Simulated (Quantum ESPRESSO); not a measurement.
A self-consistent single point of a (100) slab of LaAs (cut from a parent of space group no. 225; 4 atoms in the cell) with Quantum ESPRESSO.

Level of theory: LDA (PZ), GBRV 1.5 ultrasoft (LDA) pseudopotentials (plane waves; Quantum ESPRESSO).

```yaml
crystal:
  lattice:
    - [4.40468, 0.00000, 0.00000]
    - [0.00000, 4.40468, 0.00000]
    - [0.00000, 0.00000, 17.11461]
  atoms:
    - { symbol: As, position: [0.00000, 0.00000, 0.40901] }
    - { symbol: As, position: [0.50000, 0.50000, 0.59099] }
    - { symbol: La, position: [0.00000, 0.00000, 0.59099] }
    - { symbol: La, position: [0.50000, 0.50000, 0.40901] }
```

Reference input (self-consistent single point, DFT, LDA (PZ), plane waves, GBRV 1.5 ultrasoft (LDA) pseudopotentials): ecutwfc = 40 Ry; ecutrho = 200 Ry; occupations = smearing; smearing = gauss; degauss = 0.0073499 Ry; potentials = {As: as_lda_v1.uspp.F.UPF, La: la_lda_v1.uspp.F.UPF}; K_POINTS = automatic 5 5 1 0 0 0; conv_thr = 1e-10 Ry; mixing_beta = 0.4. This run's input differs from it in these lines:

```diff
@@ -14,4 +14,4 @@
  ntyp = 2
- ecutwfc = 40
- ecutrho = 200
+ ecutwfc = 80
+ ecutrho = 400
  occupations = 'smearing'
```

The program printed (abridged):

```
     Self-consistent Calculation

     iteration #  1     ecut=    80.00 Ry     beta= 0.40

     negative rho (up, down):  1.572E-01 0.000E+00

     total energy              =    -284.24787888 Ry
     estimated scf accuracy    <       0.45138354 Ry

     iteration #  2     ecut=    80.00 Ry     beta= 0.40

     negative rho (up, down):  1.451E-01 0.000E+00

     total energy              =    -284.33451919 Ry
     estimated scf accuracy    <       0.03384641 Ry

     iteration #  3     ecut=    80.00 Ry     beta= 0.40

     negative rho (up, down):  1.320E-01 0.000E+00

     total energy              =    -284.33763536 Ry
     estimated scf accuracy    <       0.01720587 Ry

   [... 16 blocks of this kind left out ...]

     iteration # 20     ecut=    80.00 Ry     beta= 0.40

     negative rho (up, down):  1.248E-01 0.000E+00

     total energy              =    -284.34175758 Ry
     estimated scf accuracy    <          2.0E-10 Ry

     iteration # 21     ecut=    80.00 Ry     beta= 0.40

     negative rho (up, down):  1.248E-01 0.000E+00
     End of self-consistent calculation

     the Fermi energy is     0.8202 ev

!    total energy              =    -284.34175758 Ry
     estimated scf accuracy    <          5.0E-11 Ry
     smearing contrib. (-TS)   =      -0.00040764 Ry
     internal energy E=F+TS    =    -284.34134994 Ry

     convergence has been achieved in  21 iterations

     negative rho (up, down):  1.248E-01 0.000E+00

     Forces acting on atoms (cartesian axes, Ry/au):

     atom    1 type  1   force =     0.00000000    0.00000000    0.01562942
     atom    2 type  1   force =     0.00000000    0.00000000   -0.01562942
     atom    3 type  2   force =     0.00000000    0.00000000   -0.03284028
     atom    4 type  2   force =     0.00000000    0.00000000    0.03284028

     Total force =     0.051435     Total SCF correction =     0.000009

     negative rho (up, down):  1.248E-01 0.000E+00
          total   stress  (Ry/bohr**3)                   (kbar)     P=      -27.50
  -0.00021652   0.00000000   0.00000000          -31.85        0.00        0.00
   0.00000000  -0.00021652   0.00000000            0.00      -31.85        0.00
   0.00000000   0.00000000  -0.00012769            0.00        0.00      -18.78

   JOB DONE.
```

The run converged in 21 iterations. Against the reference run the free energy falls by 2.0 meV/atom and the largest force stays at 0.844 eV/Å.

The starting cell comes from a database of computed structures (which also holds hypothetical and non-ambient phases and stackings), without a prior relaxation at this level. The slab is cut from that crystal, and its faces are unrelaxed. Its lattice was rescaled by up to half a per cent. Spin polarisation is off, though cut faces can carry moments; the slab shows no gap.

Cost on one core of a shared machine: roughly 6 min.
